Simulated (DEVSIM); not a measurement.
Structure: abrupt GaP n-p junction, at 300 K.

| layer (left to right) | material | thickness (μm) | Nd (cm⁻³) | Na (cm⁻³) | τn (s) | τp (s) |
|---|---|---|---|---|---|---|
| 1 | GaP | 0.190 | 4.9e17 | - | 2.5e-6 | 2.5e-6 |
| 2 | GaP | 5.70 | - | 1.9e14 | 2.5e-6 | 2.5e-6 |

Left contact: ohmic. Right contact: ohmic. Voltage is applied to the left contact. Recombination: SRH at mid-gap, radiative. Mobility is constant in doping.

Constants are typed, rounded textbook-type inputs, not results; the design itself was drawn at random and stands for no fabricated device. Values at 300 K.

| parameter | GaP |
|---|---|
| gap (eV) | 2.26 |
| affinity (eV) | 3.8 |
| permittivity | 11.1 |
| Nc (cm⁻³) | 1.8e19 |
| Nv (cm⁻³) | 1.9e19 |
| μn (cm²/Vs) | 250 |
| μp (cm²/Vs) | 150 |
| B (cm³/s) | 1e-13 |

DEVSIM, 1D drift-diffusion, Boltzmann statistics, complete ionisation; no tunnelling, impact ionisation, image-force lowering or self-heating.

Problem. Tabulate band edges, carrier densities and field at zero bias.

Solution. Energies count from the Fermi level of the right contact; mesh points crowd at the junctions.

```
x (μm)   Ec (eV)  Ev (eV)  n (cm⁻³)  p (cm⁻³)  field (V/cm)
-------  -------  -------  --------  --------  ------------
0.000      0.093   -2.167    4.9e17     < 1e2           ≈ 0
0.01717    0.093   -2.167    4.9e17     < 1e2           ≈ 0
0.04572    0.093   -2.167    4.9e17     < 1e2           ≈ 0
0.08698    0.093   -2.167    4.9e17     < 1e2           ≈ 0
0.1439     0.093   -2.167    4.9e17     < 1e2            18
0.1726     0.095   -2.165    4.6e17     < 1e2          2600
0.1898     0.119   -2.141    1.8e17     < 1e2         40000
0.2160     0.181   -2.079    1.7e16     < 1e2         16000
0.2542     0.230   -2.030    2.5e15     < 1e2         11000
0.3280     0.307   -1.953    1.3e14     < 1e2         10000
0.4517     0.429   -1.831    1.1e12     < 1e2          9700
0.7826     0.732   -1.528   9100000     < 1e2          8600
1.298      1.136   -1.124     < 1e2     < 1e2          7000
2.160      1.628   -0.632     < 1e2     4.6e8          4400
3.917      1.957   -0.303     < 1e2    1.6e14           170
4.781      1.962   -0.298     < 1e2    1.9e14           ≈ 0
5.297      1.962   -0.298     < 1e2    1.9e14           ≈ 0
5.564      1.962   -0.298     < 1e2    1.9e14           ≈ 0
5.752      1.962   -0.298     < 1e2    1.9e14           ≈ 0
5.826      1.962   -0.298     < 1e2    1.9e14           ≈ 0
5.864      1.962   -0.298     < 1e2    1.9e14           ≈ 0
5.890      1.962   -0.298     < 1e2    1.9e14           ≈ 0
```
